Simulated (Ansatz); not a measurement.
Consider Ag in the fcc (Cu type) structure (space group Fm-3m, No. 225; a = 4.054 Å; relaxed with 0.1 eV smearing). Axes: x, y, z lie along the cube axes.

Calculations: PBEsol/PAW in Ansatz (a program for electronic structure), spin-orbit coupling left out.

Before the change:

The volume per atom comes out as 16.65 Å³.

Perturbation: biaxial strain −3.00 %, plane normal [001], relaxed out of plane (Cartesian); in-plane vectors clamped, the third vector and the atoms free.

**Question.** How does this affect the volume per atom?

**Answer.** The volume per atom shrinks by 0.31 Å³ to 16.34 Å³.

Whether these cells are dynamically stable was not tested.
